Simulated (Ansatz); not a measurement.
Hypothetical Fm-3m WTe2 under a change: pressure 75 GPa

Consider WTe2 (space group Fm-3m, No. 225; a = 6.6609 Å; a hypothetical phase, not in the database extracts checked).

Perturbation: a hydrostatic pressure of 75 GPa.

Level of theory: PBE (Ansatz, an electronic-structure program; PAW; 420 eV plane waves; no SOC), earlier PAW set. Settings: 12×12×12 k-points, 0.05 eV Fermi–Dirac smearing.

```csv
quantity,base,changed,shift
volume per atom,24.63 Å³,17.42 Å³,-7.21 Å³
density,9.87 g/cm³,13.95 g/cm³,+4.08 g/cm³
lattice parameter a,6.661 Å,5.935 Å,-0.726 Å
shortest interatomic distance,2.884 Å,2.570 Å,-0.314 Å
band gap,zero,zero,–
```

Final structure:

```
WTe2
1.0
    0.00000     2.96749     2.96749
    2.96749     0.00000     2.96749
    2.96749     2.96749     0.00000
W Te
1 2
Direct
  0.00000   0.00000   0.00000
  0.25000   0.25000   0.25000
  0.75000   0.75000   0.75000
```

Load acts through the strain it causes; cell and atoms are relaxed under it. Whether these cells are dynamically stable was not tested. No other phases were tried under pressure. All final runs are without spin polarisation. WTe2 has a high density of states at the Fermi level and may be magnetic at this level.
